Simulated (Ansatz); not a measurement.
A (6,0) arsenic nanotube has 24 atoms in a period of 6.223 Å, a mean diameter of 7.41 Å, and lies 166 meV/atom over the flat sheet relaxed at the same level.

Calculation: PBE (plane waves to 420 eV, PAW; Ansatz, a program for electronic structure). Mesh 1×1×6. No spin polarisation. One-dimensional cell, images about 11 Å apart. A hypothetical model, rolled from the flat sheet. Symmetry and one short period hold its shape; lower forms weren't sought. Values not marked SOC lack spin–orbit coupling.

**Question.** Which bending rigidity of the sheet does this imply in the thin-plate picture?

**Answer.** A plate bent to radius R stores D/(2R²) an area. The area an atom is π × 7.41 × 6.223/24 = 6.04 Å², so the stored energy is 0.166/6.04 = 0.0275 eV/Å². With R = 3.705 Å, D = 2R² × 0.0275 = 0.75 eV.
